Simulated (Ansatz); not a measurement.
The starting structures come from a database of crystals and need not be the phases stable at ambient conditions.

The decay constant κ of evanescent states in the gap governs leakage through a thin film.

Data:

```xyz
12
Lattice="4.3441 0.0000 0.0000 2.1721 8.1111 0.0000 0.0000 3.7566 8.1511" Properties=species:S:1:pos:R:3 pbc="T T T"
Rb     2.1721     6.0958     0.3628
Rb     4.3441     5.7719     7.7883
Ag     4.3441     8.9704     5.3278
Ag     2.1721     2.8973     2.8233
Ag     4.3441     6.6371     3.3974
Ag     2.1721     5.2305     4.7537
Ag     2.1721     8.6835     3.2587
Ag     4.3441     3.1841     4.8925
S      2.1721     7.5363     5.6812
S      4.3441     4.3313     2.4700
S      4.3441     8.6743     1.8364
S      2.1721     3.1933     6.3148
```

Space group of this cell: C2/m. The cell is taken as given; by r2SCAN its mean pressure is -1.4 GPa.

Transport runs along the normal of the first two printed cell vectors.

The gap is the functional's own. No spin-orbit coupling. Mid-gap values are interpolated on the energy grid.

Question: Estimate the band gap and the smallest decay constant κ at mid-gap that Ansatz (a program for electronic structure) with r2SCAN returns for this system.

Answer: Gap 0.56 eV on a 8×8×4 mesh; κ = 0.116 1/Å, at the zone centre.
